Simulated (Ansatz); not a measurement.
**monolayer ZrS2: band-edge transport data**

Input:

```
CELL_PARAMETERS angstrom
      3.61180     0.00000     0.00000
     -1.80590     3.12791     0.00000
      0.00000     0.00000    18.94732
ATOMIC_POSITIONS crystal
  Zr 0.00000 0.00000 0.50000
  S  0.33333 0.66667 0.57823
  S  0.66667 0.33333 0.42177
```

Level of theory: PBE with spin-orbit coupling, rigid bands (plane waves, PAW; Ansatz, a quantum-chemistry and plane-wave program). Condition of this run: biaxial strain -2 % with spin-orbit coupling. Cell: cell and atoms relaxed with PBE, then loaded as said.

The band gap is 0.92 eV, the electron conductivity mass (300 K, dilute) is 0.46 mₑ and the hole conductivity mass (300 K, dilute) is 0.31 mₑ. The effective density of states N_c (300 K) is 2.3e13 cm⁻² and the effective density of states N_v (300 K) comes out as 3.3e12 cm⁻². The Seebeck coefficient, n-type 1.9e12 cm⁻², 300 K comes out as -383 μV/K and the Seebeck coefficient, p-type 1.9e12 cm⁻², 300 K comes out as 228 μV/K.

Rigid bands; masses and Seebeck coefficients take one relaxation time τ for all states and one kind of carrier; polarons and phonon drag are left out.

Model free-standing layer, not matched to a measured one here: monolayer ZrS2.
